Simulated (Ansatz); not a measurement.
C on the O site (C_O) in wurtzite ZnO: one set of geometries, relaxed with PBE, evaluated in Ansatz (PAW, plane waves to 420 eV, 500 eV under r2SCAN) with PBE, r2SCAN.

Cell and caveats: 96-site cell; 2×2×2 shifted k-points; start: the O site; not converged in cell size; flagged in the runs: a host whose relaxation on this sampling wasn't shown to rest, a strain field that reaches the edge of the cell.

```json
[
 {"quantity": "host gap (eV)", "PBE": "0.74", "r2SCAN": "[?]"},
 {"quantity": "neutral formation energy against graphite, O2 molecule in a box (eV)", "PBE": "7.27", "r2SCAN": "[?]"},
 {"quantity": "largest moment on one atom at charge 0 (μB)", "PBE": "0.70", "r2SCAN": "[?]"}
]
```

**Question.** Given the lower rungs, what does r2SCAN give?

**Answer.** 
- host gap (eV), r2SCAN: 1.17
- neutral formation energy against graphite, O2 molecule in a box (eV), r2SCAN: 7.48
- largest moment on one atom at charge 0 (μB), r2SCAN: 0.78

Ansatz is an electronic-structure program.
